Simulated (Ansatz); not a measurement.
Consider V3Si in the A15 (Cr3Si type) structure (space group Pm-3n, No. 223; a = 4.650 Å).

Calculations: PBEsol/PAW in Ansatz (a first-principles code), no SOC.

For the base:

Lattice parameter a: 4.650 Å

The change: a hydrostatic pressure of 1.5 GPa.

Problem. Predict the new lattice parameter a.

Solution. The lattice parameter a shrinks by 0.0110 Å (4.650 Å → 4.638 Å).

Load acts through the strain it causes; cell and atoms are relaxed under it. Stability against distortions was not tested. Starting moments died away, wholly or in part, for the base; another magnetic solution may exist. All final runs are without spin polarisation.
